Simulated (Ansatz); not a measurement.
HgS under a change: Hg → Au

Start from HgS in the rock salt structure (space group Fm-3m, No. 225; a = 5.4516 Å; a model cell, its experimental status unchecked).

One thing is altered: every Hg is replaced by Au; the structure is relaxed again.

All numbers come from PBEsol (Ansatz, a program for electronic structure, PAW, spin-orbit coupling left out), earlier PAW set. Γ-centred 16×16×16 mesh, Fermi–Dirac width 0.05 eV, for the changed cell.

```yaml
volume_per_atom: 17.33 Å³ (base 20.25 Å³)
lattice_parameter_a: 5.176 Å (base 5.452 Å)
space_group: Fm-3m (No. 225) (base Fm-3m (No. 225))
shortest_interatomic_distance: 2.588 Å (base 2.726 Å)
band_gap: zero (base zero)
```

No phonon test of stability was made. As relaxed here, AuS is a hypothetical phase, not in the database extracts checked. The final runs are not spin-polarised. An odd electron count without spin: AuS. This is not the structure that HgS has at room temperature and ambient pressure.
